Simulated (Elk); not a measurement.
Elk 10.2.4, DFT, PBE, all-electron FP-LAPW, Elk's shipped species files: rutile TiO2 (Ti2O4), 6 atoms. Basis and mesh were picked for this test and aren't claimed converged.

```json
{
  "cell": "4.59, 4.59, 2.96 Å; 90, 90, 90°",
  "task": "ground state",
  "xctype": "20",
  "swidth": "0.001 Hartree",
  "k mesh (ngridk)": "7×7×11",
  "maxscl": "100",
  "mixtype": "3 (default)",
  "mixsdb": "5 (default)",
  "broydpm": "[0.4, 0.15] (default)",
  "rgkmax": "7 (default)",
  "empty states an atom (nempty)": "4 (default)",
  "epspot (Hartree)": "1e-06 (default)",
  "epsengy (Hartree)": "0.0001 (default)",
  "k-points after symmetry": "60",
  "largest_matrix_size": "529",
  "valence_states": "48"
}
```

Hardware: Intel Xeon 6 (Granite Rapids), 96 cores on 1 socket, 2 hardware threads a core, 3 L3 cache groups, 3 NUMA nodes.

Each time is the median wall time of two to five repeats, run one at a time on the otherwise empty machine; start-up is included. Unless noted, each process is bound to its own block of adjacent cores. The times hold for this build (conda-forge: no MPI, OpenMP (GNU), OpenBLAS with its own threads, FFTW). Scratch files lie in a memory file system.

Measured:

```csv
cores,layout,wall time
2,"2 threads, 1 BLAS thread",50.4 s
8,"8 threads, 1 BLAS thread",14.8 s
16,"16 threads, 1 BLAS thread",9.73 s
32,"32 threads, 1 BLAS thread",8.01 s
```

Task: Fit T(p) = s + w/p to these times and predict the runs with 4 threads, 1 BLAS thread and with 64 threads, 1 BLAS thread. How well does the fit hold?

Result: A fit of relative deviations gives s = 4.84 s and w = 85.8 core-seconds; it misses the rows shown by at most 6 %.

```csv
cores,layout,fit,measured,measured against fit
4,"4 threads, 1 BLAS thread",26.3 s,27.1 s,+3 %
64,"64 threads, 1 BLAS thread",6.19 s,8.33 s,+35 %
```

Efficiency, counted from 2 cores, stays above one half up to 16 cores and is 39 % at 32. The shortest time, 8.0 s, comes at 32 cores (64: level within 8 % or the scatter of repeats). Not in the table, for want of a like result or a clean timing: 96 cores.
